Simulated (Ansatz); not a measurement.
Partial pair distribution functions of a relaxed model of amorphous Si₂₄O₅₁La₂, broadened by 0.06 Å; density 2.51 g/cm³. Method: PBE, scalar-relativistic without spin-orbit coupling (plane waves to 420 eV, PAW; Ansatz, an electronic-structure program).

It comes from a melt-quench run on a machine-learned potential (CHGNet), relaxed afterwards by DFT. O atoms were pushed apart under 1.9 Å during the dynamics, to hinder bonds among them. The hot cell started wider than the set density and was brought back towards it in steps. It is the lowest in DFT energy of 2 quenches. It is a model cell: composition and starting density were chosen by hand, and all elements were melted together. No dispersion term was used. Its density started from a set value of 2.51 and ended at 2.51 g/cm³. The simulated quench (nominally 400 K/ps over its main leg) is rapid and tends to freeze in more defects than a deposited or slowly cooled glass has. A cell of this size samples the disorder only roughly. The volume was held where the preparation left it, at a PBE pressure of 1.0 GPa. Stress components on the final sampling reach 2.6 GPa.

| r (Å) | g Si-O | g O-La | g Si-Si | g O-O |
|---|---|---|---|---|
| 1.35 | 0.00 | 0.00 | 0.00 | 0.00 |
| 1.45 | 0.38 | 0.00 | 0.00 | 0.00 |
| 1.55 | 7.87 | 0.00 | 0.00 | 0.00 |
| 1.65 | 15.53 | 0.00 | 0.00 | 0.00 |
| 1.75 | 3.20 | 0.00 | 0.00 | 0.00 |
| 1.85 | 0.17 | 0.00 | 0.00 | 0.00 |
| 1.95 | 0.13 | 0.00 | 0.00 | 0.00 |
| 2.05 | 0.05 | 0.13 | 0.00 | 0.00 |
| 2.15 | 0.00 | 2.31 | 0.00 | 0.00 |
| 2.25 | 0.00 | 3.47 | 0.00 | 0.00 |
| 2.35 | 0.00 | 2.53 | 0.00 | 0.02 |
| 2.45 | 0.00 | 2.16 | 0.00 | 0.55 |
| 2.55 | 0.00 | 1.99 | 0.00 | 3.35 |
| 2.65 | 0.00 | 2.34 | 0.17 | 5.81 |
| 2.75 | 0.10 | 0.80 | 1.45 | 3.89 |
| 2.85 | 0.30 | 0.54 | 2.42 | 1.34 |
| 2.95 | 0.30 | 2.06 | 3.42 | 0.54 |
| 3.05 | 0.34 | 1.27 | 4.01 | 0.54 |
| 3.15 | 0.48 | 0.25 | 3.04 | 0.54 |
| 3.25 | 0.86 | 0.01 | 1.61 | 0.69 |
| 3.35 | 1.02 | 0.00 | 0.23 | 0.58 |
| 3.45 | 1.04 | 0.00 | 0.09 | 0.56 |
| 3.55 | 0.90 | 0.05 | 0.17 | 0.42 |
| 3.65 | 0.86 | 0.45 | 0.15 | 0.45 |
| 3.75 | 1.32 | 0.82 | 0.09 | 0.50 |
| 3.85 | 1.51 | 0.88 | 0.04 | 0.55 |
| 3.95 | 1.46 | 0.86 | 0.34 | 0.56 |
| 4.05 | 1.66 | 0.70 | 0.23 | 0.83 |
| 4.15 | 1.90 | 0.92 | 0.20 | 0.89 |
| 4.25 | 1.91 | 1.52 | 0.68 | 0.71 |
| 4.35 | 1.23 | 1.35 | 0.69 | 0.88 |
| 4.45 | 0.66 | 0.93 | 0.88 | 0.96 |
| 4.55 | 0.57 | 1.18 | 1.14 | 1.03 |
| 4.65 | 0.50 | 1.11 | 1.36 | 1.16 |
| 4.75 | 0.49 | 1.66 | 1.40 | 1.37 |
| 4.85 | 0.83 | 2.18 | 1.27 | 1.47 |
| 4.95 | 0.87 | 1.46 | 1.25 | 1.53 |
| 5.05 | 0.92 | 1.12 | 1.57 | 1.49 |
| 5.15 | 0.84 | 1.39 | 1.30 | 1.31 |
| 5.25 | 0.83 | 1.58 | 0.92 | 1.18 |

Within 2.08 Å each Si has 4.00 O neighbours on average.
